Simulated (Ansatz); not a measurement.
NH2 on the 1x1 (110) surface of bcc Mo, one in a 2x2 cell: adsorption energies (eV for each) against NH3(g) − ½ H2(g) in Ansatz (plane waves, PAW). Structures relaxed with PBE; the other functionals are single points on them, with slab and gas at the same level. No dispersion, zero-point or thermal terms. Rows are starts at which the adsorbate stayed.

Model: 19-atom slab, 6.5 Å thick at the start under the adsorbate (thin: gaps and levels are the slab's own), 6x6x1 mesh, Fermi-Dirac 0.1 eV, dipole correction, 8 atoms held, the rest relaxed; each run with such symmetry as its start has; no spin, no spin-orbit, no U, no dispersion correction.

```tsv
site	PBE	RPBE	r2SCAN
bridge Mo-Mo (span 2.7 Å)	-0.97	-0.74	-1.14
bridge Mo-Mo (span 3.2 Å)	-0.60	-0.36	-0.83
```

RPBE moves the energies by 0.23 eV on average against PBE and puts 'bridge Mo-Mo (span 2.7 Å)' lowest, as PBE does. r2SCAN moves the energies by -0.20 eV on average against PBE and puts 'bridge Mo-Mo (span 2.7 Å)' lowest, as PBE does.

Ansatz is a program for electronic structure.
